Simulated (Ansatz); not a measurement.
# MoSi2, element substitutions

Base system: MoSi₂ (space group I4/mmm, No. 139; a = 3.190 Å, c = 7.821 Å).

Each row replaces one element on all its sites; cell and atoms are relaxed.

Method: Ansatz (a first-principles code) PBEsol, no spin-orbit coupling.

```tsv
change	density	c/a ratio	shortest interatomic distance
base	6.35 g/cm³	2.451	4.874 bohr
Mo → W	9.94 g/cm³	2.440	4.888 bohr
Si → Ge	9.00 g/cm³	2.483	5.017 bohr
Mo → Cu	4.88 g/cm³	2.203	4.560 bohr
```

Whether these cells are dynamically stable was not tested. As relaxed here, CuSi2 is a hypothetical phase, not in the database extracts checked. For MoGe2 in this form, whether it has been made was not checked. All final runs are without spin polarisation. An odd electron count without spin: CuSi2.
